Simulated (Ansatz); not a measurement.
A self-consistent single point of Nb₃Au (Pm-3n, 8 atoms in the cell) with Ansatz (a first-principles code).

Level of theory: LDA (PW92), PAW files made with PBE (plane waves; Ansatz).

```
CELL_PARAMETERS angstrom
      5.29342     0.00000     0.00000
      0.00000     5.29342     0.00000
      0.00000     0.00000     5.29342
ATOMIC_POSITIONS crystal
  Nb 0.50000 0.25000 0.00000
  Nb 0.50000 0.75000 0.00000
  Nb 0.25000 0.00000 0.50000
  Nb 0.75000 0.00000 0.50000
  Nb 0.00000 0.50000 0.25000
  Nb 0.00000 0.50000 0.75000
  Au 0.50000 0.50000 0.50000
  Au 0.00000 0.00000 0.00000
```

Reference input (self-consistent single point, DFT, PBEsol, plane waves, PAW files made with PBE): basis.ecutwfc = 420 eV; kpoints.mp_grid.grid = 5 5 5; hamiltonian.xc = pbesol; hamiltonian.pseudopotentials = {kind: paw} (an earlier, softer set of the program's PAW files); scf.occupations.method = fermi_dirac; scf.occupations.width = 0.05 eV. This run's input differs from it in these lines:

Ansatz 0.2 input:
```diff
@@ -21,3 +21,3 @@
 hamiltonian:
-  xc: pbesol
+  xc: lda
   pseudopotentials:
```

Output, abridged:

```
SCF iter   1: F=—  HF=-52424.361447 eV  |F-HF|=—  |Δ(HF+E_count)|=         —  Δρ=3.29e-1  dr2=3.28e2  ethr=3.10e-3  ⟨swp⟩=5.2  Hψ=2212  notcnv=0
all-band conjugate gradients solve this SCF's bands
preconditioner: auto → Kerker (q_TF=auto, 2.619 Å⁻¹)
SCF iter   2: F=—  HF=-52396.307723 eV  |F-HF|=—  |Δ(HF+E_count)|=    2.81e1  Δρ=1.35e-1  dr2=5.76e1  ethr=3.10e-3  ⟨swp⟩=3.9  Hψ=1776  notcnv=0  defer=12
   [... lines left out ...]
SCF iter   7: F=—  HF=-52388.973771 eV  |F-HF|=—  |Δ(HF+E_count)|=   2.01e-3  Δρ=3.65e-4  dr2=5.24e-4  ethr=8.29e-6  ⟨swp⟩=2.0  Hψ=978  notcnv=0  defer=26
SCF iter   8: F=—  HF=-52388.973649 eV  |F-HF|=—  |Δ(HF+E_count)|=   1.22e-4  Δρ=2.12e-5  dr2=9.15e-7  ethr=4.52e-7  ⟨swp⟩=2.0  Hψ=969  notcnv=0  defer=26
SCF iter   9: F=—  HF=-52388.973645 eV  |F-HF|=—  |Δ(HF+E_count)|=   4.58e-6  Δρ=4.44e-6  dr2=3.96e-8  ethr=8.62e-11  ⟨swp⟩=10.8  Hψ=3004  notcnv=0
SCF iter  10: F=-52388.973645 eV  HF=-52388.973645 eV  |F-HF|=9.02e-10  |Δ(HF+E_count)|=   7.59e-9  Δρ=7.18e-7  dr2=1.23e-9  ethr=3.41e-11  ⟨swp⟩=1.5  Hψ=1714  notcnv=0
SCF 1 converged in 10 iterations: F = -52388.973645 eV  dr2 = 1.23e-9
Free energy (F): -52388.973645 eV
Internal energy: -52388.835150 eV  (E = F + TS)
E sigma→0 (E₀):  -52388.904398 eV
Entropy (-TS):   -0.138494 eV (-17.312 meV/atom)
Fermi energy:    17.678529 eV
--- Forces (eV/Å), atoms counted from 1 ---
  atom   1  Nb    -0.00000000    -0.00000000     0.00000000
   [... zero for the other atoms too ...]
--- Stress (GPa, compression-positive) ---
      -15.096128       0.000000       0.000000
       -0.000000     -15.096128      -0.000000
        0.000000       0.000000     -15.096128
  P = ⅓ Tr σ = -15.0961 GPa (-150.961 kbar)
  The stress holds the Pulay correction. Without it, at fixed plane waves, as pw.x and ABINIT print it: P = -15.1115 GPa
```

The run converged in 10 iterations. Against the reference run the pressure goes from -11.40 to -15.10 GPa.

The starting cell comes from a database of computed structures (which also holds hypothetical and non-ambient phases and stackings), without a prior relaxation at this level. Its lattice was rescaled by a random factor within 2.5 % of one. Spin polarisation is off. With a pressure of about -15 GPa the cell is away from its equilibrium volume at this level. Ansatz's pressure includes its estimate of the finite-basis (Pulay) stress.
